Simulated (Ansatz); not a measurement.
Consider CdTe in the zinc blende structure (space group F-43m, No. 216).

```
CELL_PARAMETERS angstrom
      0.00000     3.27889     3.27889
      3.27889     0.00000     3.27889
      3.27889     3.27889     0.00000
ATOMIC_POSITIONS crystal
  Cd 0.00000 0.00000 0.00000
  Te 0.25000 0.25000 0.25000
```

The values are results of Ansatz (an electronic-structure program) r2SCAN, without spin-orbit coupling, not measurements.

For the base:

| Property | Result |
|---|---|
| Band gap | 1.17 eV |
| Hole mass | 0.092, 0.55, 0.55 mₑ (at Γ) |

It is then changed as follows: an isotropic linear strain of −1.50 %, atoms relaxed at fixed cell.

### Question
What does the calculation give for the band gap and hole mass after the change?

### Answer
The band gap goes up by 0.147 eV to 1.31 eV; the hole mass (degenerate bands, along [100]) goes from 0.092, 0.55, 0.55 mₑ (at Γ) to 0.098, 0.51, 0.51 mₑ (at Γ).

Spin-orbit coupling, missing from the scalar runs, can matter with Te. Effective masses come from finite differences of ±0.01 Å⁻¹. No phonon test of stability was made.
